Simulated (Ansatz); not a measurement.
GaP (model structure, started from the BN type, Pm-3n, No. 223, 12 atoms in the cell), treated with r²SCAN+SOC in Ansatz (PAW).

The input as run:

Ansatz 0.2 input:
```yaml
crystal:
  lattice:
    - [6.7060127975, 0.0, 0.0]
    - [0.0, 6.7060127975, 0.0]
    - [0.0, 0.0, 6.7060127975]
  atoms:
    - { symbol: Ga, position: [0.25, 0.0, 0.5] }
    - { symbol: Ga, position: [0.5, 0.25, 0.0] }
    - { symbol: Ga, position: [0.5, 0.75, 0.0] }
    - { symbol: Ga, position: [0.75, 0.0, 0.5] }
    - { symbol: Ga, position: [0.0, 0.5, 0.75] }
    - { symbol: Ga, position: [0.0, 0.5, 0.25] }
    - { symbol: P, position: [0.25, 0.5, 0.0] }
    - { symbol: P, position: [0.0, 0.25, 0.5] }
    - { symbol: P, position: [0.0, 0.75, 0.5] }
    - { symbol: P, position: [0.75, 0.5, 0.0] }
    - { symbol: P, position: [0.5, 0.0, 0.75] }
    - { symbol: P, position: [0.5, 0.0, 0.25] }
basis:
  ecutwfc: 560
  ecutrho_ratio: 4
  xc_grid: 3
kpoints:
  mp_grid: { grid: [4, 4, 4] }
  band_path: { path: [[0, 0, 0], [0, 0.375, 0]], npoints: 1 }
hamiltonian:
  xc: r2scan
  dispersion: none
  pseudopotentials: { kind: paw }
scf:
  occupations: { method: fermi_dirac, width: 0.01 }
  convergence: { dr2_threshold: 0.0000000012 }
output:
  forces: true
  stress: true
  eigenvalues: true
  write_bands: true
magnetization:
  noncollinear: true
  spin_orbit: true
```

Excerpt of the program's output:

```
Crystal: 12 atoms, lattice volume = 301.573 Å³
Basis set: ecut = 560 eV, 9045 PW (Γ), exchange–correlation on 162×162×162 points (27 copies of the dense FFT grid, shifted against one another)
Bands: 132, of which v1, the nominal top of the filled ones, is band 108 counted from 1 (107 counted from 0)
Symmetry: 48 space group operations + 48 with time reversal
k-points: 10 of 64
Initial density: superposition of atomic densities (chi_scale 0.1, normalization cell, long waves kept (reshape's long-wave potential 0.00 eV rms))
Functional: x = r2scan, c = r2scan; τ floored in thin density (d = 2e-4 eV/Å³)
spin=Noncollinear: Resta preconditioning applied to the charge; magnetization (m_x, m_y, m_z) channels mix plain (no charge-response kernel on spin).
SCF 1 converged in 10 iterations: F = -27283.962239 eV  dr2 = 6.34e-10
SCF converged after 10 iterations
Free energy (F): -27283.962239 eV
Internal energy: -27283.962239 eV  (E = F + TS)
E sigma→0 (E₀):  -27283.962239 eV
Fermi energy:    5.342464 eV
--- Stress (GPa, compression-positive) ---
        0.346480       0.000000       0.000000
        0.000000       0.346480       0.000000
        0.000000       0.000000       0.346480
  P = ⅓ Tr σ = 0.3465 GPa (3.465 kbar)
```

The PAW data were made under PBE.

Note: the relaxation could raise the start's symmetry but not lower it, so the cell can be a saddle point. Note: cell and atoms aren't relaxed at this level (pressure 0.3 GPa).

It cost roughly 5 core-minutes of CPU time.

A model structure was made by putting elements into a prototype or built by hand; it is no filed structure, need not be a known phase, and can be a saddle point held by its symmetry.

Ansatz is a quantum-chemistry and plane-wave program.
